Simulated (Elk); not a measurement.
Elk run on Fe (Im-3m, 1 atom in the cell): self-consistent single point.

Computed with Elk with LDA (PW92), all-electron FP-LAPW, Elk's shipped species files, APW+lo basis with extra local orbitals.

```xyz
1
Lattice="-1.4566 1.4566 1.4566 1.4566 -1.4566 1.4566 1.4566 1.4566 -1.4566" Properties=species:S:1:pos:R:3 pbc="T T T"
Fe     0.0000     0.0000     0.0000
```
Moments meant for the start (each program seeds them in its own way; μB, in the order of the atoms Fe): 4.0.

Reference input (self-consistent single point, DFT, PBEsol, all-electron FP-LAPW, Elk's shipped species files, APW+lo basis with extra local orbitals): xctype = 22; spinpol = true; rgkmax = 8; stype = 0; swidth = 0.00367493 Ha; ngridk = 11 11 11; vkloff = 0.5 0.5 0.5; reducebf = 0.8; gmaxvr = 16 1/bohr; nxlo = 2; lorbcnd = true; rmtscf = 0.93. This run's input differs from it in these lines:

```diff
@@ -2,5 +2,2 @@
   0
-
-xctype
-  22
```

Log, with long lists cut:

```
│ Self-consistent loop started │
│ Loop number : 1 │
 total energy                :     -1270.80153596
 total moment                :    2.734143574
│ Loop number : 2 │
 total energy                :     -1270.87745926
 total moment                :    2.734121162
RMS change in Kohn-Sham potential (target) :   0.3339031126     (  0.1000000000E-05)
Absolute change in total energy (target)   :   0.7592330357E-01 (  0.1000000000E-03)
│ Loop number : 3 │
 total energy                :     -1270.89143118
 total moment                :    2.704250028
RMS change in Kohn-Sham potential (target) :   0.3280518150     (  0.1000000000E-05)
   [... lines left out ...]
│ Loop number : 43 │
 total energy                :     -1270.57567643
 total moment                :   -2.246695155
RMS change in Kohn-Sham potential (target) :   0.1670073699E-05 (  0.1000000000E-05)
Absolute change in total energy (target)   :   0.4051197038E-05 (  0.1000000000E-03)
│ Loop number : 44 │
 total energy                :     -1270.57568289
 total moment                :   -2.246928463
RMS change in Kohn-Sham potential (target) :   0.6271080197E-06 (  0.1000000000E-05)
Absolute change in total energy (target)   :   0.7477055078E-05 (  0.1000000000E-03)
Convergence targets achieved

│ Loop number : 45 │

Energies :
 Fermi                       :     0.296877347606
 xc effective B-field        :    -0.951140889600E-01
 external B-field            :      0.00000000000
 total energy                :     -1270.57568923
 (external B-field energy excluded from total)

Density of states at Fermi energy :    39.83508652
 (states/Hartree/unit cell)

Estimated indirect band gap :   0.4896989392E-03
 from k-point     44 to k-point     39
Estimated direct band gap   :   0.4584225779E-02
 at k-point     19

Charges :
 core                        :    10.00000000
 valence                     :    16.00000000
 interstitial                :    1.350465894
 muffin-tins (core leakage)
  species :    1 (Fe)
   atom    1                 :    24.64953411     (  0.7101874644E-11)
 total in muffin-tins        :    24.64953411
 total calculated charge     :    25.99988634
 total charge                :    26.00000000
 error                       :   0.1136629556E-03

Moments :
 interstitial                :  -0.8209058777E-02
 muffin-tins
  species :    1 (Fe)
   atom    1                 :   -2.238838805
 total in muffin-tins        :   -2.238838805
 total moment                :   -2.247047864

│ Self-consistent loop stopped │
```

The run converged in 45 iterations. The count includes the last loop, which Elk runs after its targets are met. Against the reference run the size of the net moment goes from 2.34 to 2.25 μB/atom.

The starting cell comes from a database of computed structures (which also holds hypothetical and non-ambient phases and stackings), without a prior relaxation at this level. Its lattice was rescaled by a random factor within 2.5 % of one. With one magnetic atom in the cell only a parallel order is possible. Values depend on the basis (sphere radii, cutoffs, local orbitals), which need not be converged. The log's line on a gap gives a spacing of levels on this mesh, which the program prints for metals too.
